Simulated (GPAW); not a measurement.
Input and output of a self-consistent single point for LiCl (Fm-3m, 2 atoms in the cell) (GPAW).

Level of theory: PBE, GPAW PAW datasets PBE (gpaw-data 1.0.1) (plane waves; GPAW).

The change in words: lattice scaled by 0.98. Reference geometry:
```
LiCl
1.0
    0.00000     2.57000     2.57000
    2.57000     0.00000     2.57000
    2.57000     2.57000     0.00000
Li Cl
1 1
Direct
  0.00000   0.00000   0.00000
  0.50000   0.50000   0.50000
```

Reference input (self-consistent single point, DFT PBE, plane waves, GPAW PAW datasets PBE (gpaw-data 1.0.1)): mode = pw; ecut = 500 eV; xc = PBE; kpts = 8 8 8; mesh shift (steps) = 0 0 0; occupations.name = fermi-dirac; occupations.width = 0.01 eV; nbands = -4; convergence.density = 1e-05 e/electron; convergence.energy = 1e-05 eV/electron; convergence.bands = -2; symmetry.symmorphic = false. This run's input differs from it in these lines:

```diff
@@ -5,7 +5,7 @@
 atoms = Atoms(['Li', 'Cl'],
-              cell=[[0.000000, 2.570000, 2.570000],
-                    [2.570000, 0.000000, 2.570000],
-                    [2.570000, 2.570000, 0.000000]],
+              cell=[[0.000000, 2.518600, 2.518600],
+                    [2.518600, 0.000000, 2.518600],
+                    [2.518600, 2.518600, 0.000000]],
               positions=[[0.000000, 0.000000, 0.000000],
-                         [2.570000, 2.570000, 2.570000]],
+                         [2.518600, 2.518600, 2.518600]],
               pbc=True)
```

The program printed (abridged):

```
     iter     time        total  log10-change:
                         energy   eigst   dens
iter:   1 --:--:--    -7.315277   +0.98
iter:   2 --:--:--    -7.316198   +0.05  -1.29
iter:   3 --:--:--    -7.315434   -0.95  -1.32
iter:   4 --:--:--    -7.320055   -1.74  -1.65
iter:   5 --:--:--    -7.322104   -2.09  -1.82
iter:   6 --:--:--    -7.321990   -2.72  -2.68
iter:   7 --:--:--    -7.322032   -3.26  -3.16
iter:   8 --:--:--    -7.321973c  -3.71  -2.91
iter:   9 --:--:--    -7.321970c  -4.01  -3.61
iter:  10 --:--:--    -7.321970c  -4.71  -4.38
iter:  11 --:--:--    -7.321970c  -5.06  -4.29
iter:  12 --:--:--    -7.321970c  -5.75  -4.55
iter:  13 --:--:--    -7.321970c  -6.29  -5.37c
iter:  14 --:--:--    -7.321970c  -6.73  -5.29c
iter:  15 --:--:--    -7.321970c  -7.18  -5.56c
iter:  16 --:--:--    -7.321970c  -2.15  -5.50c
iter:  17 --:--:--    -7.321970c  -3.49  -5.45c
   [... 6 lines left out ...]
iter:  24 --:--:--    -7.321970c  -3.82  -6.05c
iter:  25 --:--:--    -7.321970c  -4.75  -6.26c
iter:  26 --:--:--    -7.321970c  -5.50  -6.28c
iter:  27 --:--:--    -7.321970c  -6.38  -6.85c
iter:  28 --:--:--    -7.321970c  -7.45c -7.04c
Converged after 28 iterations.

Dipole moment: (-0.000000, -0.000000, -0.000000) |e|*Ang

Energy contributions relative to reference atoms: (reference = -12757.737216)

Kinetic:         +9.241166
Potential:       -9.180984
External:        +0.000000
XC:              -7.390224
Entropy (-ST):   -0.000000
Local:           +0.008071
SIC:             +0.000000
--------------------------
Free energy:     -7.321970
Extrapolated:    -7.321970

Showing only first 2 kpts
 Kpt  Band  Eigenvalues  Occupancy
  0     2      1.18243    2.00000
  0     3      1.18243    2.00000
  0     4      7.83490    0.00000
  0     5     16.09310    0.00000

  1     2      0.98148    2.00000
  1     3      0.98148    2.00000
  1     4      8.56510    0.00000
  1     5     12.71731    0.00000

Fermi level: 4.15247

Gap: 6.652 eV
Transition (v -> c):
  (s=0, k=0, n=3, [0.00, 0.00, 0.00]) -> (s=0, k=0, n=4, [0.00, 0.00, 0.00])
No difference between direct/indirect transitions
Energy (eV): -7.32197

Forces in eV/Ang:
  0 Li    0.00000   -0.00000   -0.00000
  1 Cl    0.00000   -0.00000    0.00000

Stress tensor:
    -0.015163    -0.000000    -0.000000
    -0.000000    -0.015163     0.000000
    -0.000000     0.000000    -0.015163
Stress (GPa, Voigt): [-2.4294 -2.4294 -2.4294  0.     -0.     -0.    ]
```

The run converged in 28 iterations. GPAW prints stress with tension positive. Against the reference run the free energy goes up by 8.9 meV/atom and the gap on the mesh goes from 6.288 to 6.652 eV.

At such cutoffs GPAW's stress carries a finite-basis (Pulay) error, which enters relaxed cells too; its log prints stress with tension positive.

The starting cell has typed, rounded lattice constants, without a prior relaxation at this level. For this run, on top of that: lattice scaled by 0.98.
